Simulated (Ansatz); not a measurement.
YRh3B (Pm-3m), PBEsol, DFPT electron-phonon coupling, linearised Boltzmann equation run with Ansatz (an electronic-structure program): phonon-limited resistivity 21.4 μΩ·cm at 300 K, 29.1 μΩ·cm at 400 K, current-weighted mean free path 7.2 nm, Drude plasma energy 3.80 eV.

### Question
Estimate the resistivity of a 80 nm square wire with diffuse walls from ρ ≈ ρ₀(1 + 3ℓ/4d).

### Answer
1 + 0.75 × 7.2/80 = 1.07, so ρ ≈ 22.8 μΩ·cm and a line 1 μm long has 35.7 Ω. The formula is the free-electron limit for d well above ℓ; grain boundaries add to it.

### Question
What Drude relaxation time do resistivity and plasma energy imply?

### Answer
ω_p = 5.77e15 s⁻¹, so τ = 1/(ε₀ ω_p² ρ) = 15.8 fs, a damping ħ/τ of 41.6 meV.

### Question
Estimate the electronic thermal conductivity at 300 K by the Wiedemann-Franz law (L₀ = 2.44×10⁻⁸ W·Ω/K²).

### Answer
L₀T/ρ = 2.44×10⁻⁸ × 300/(21.4×10⁻⁸) = 34.2 W/(m·K). Inelastic scattering puts the true Lorenz number somewhat under L₀ near and below the Debye temperature.

A metal at this level (no band gap). Only scattering by harmonic phonons is included (no impurities, grain boundaries, electron-electron scattering or thermal expansion). Spin-orbit coupling is left out. Halving the electron mesh (20x20x20) moves the resistivity by up to 1 % at 300 K, the mean free path by up to 6 %. Smearing 0.20 eV; phonons on a 4x4x4 q mesh, which this run doesn't test.

Formula and space group known from diffraction (Crystallography Open Database), not checked to be the room-temperature form: YRh3B (Pm-3m).
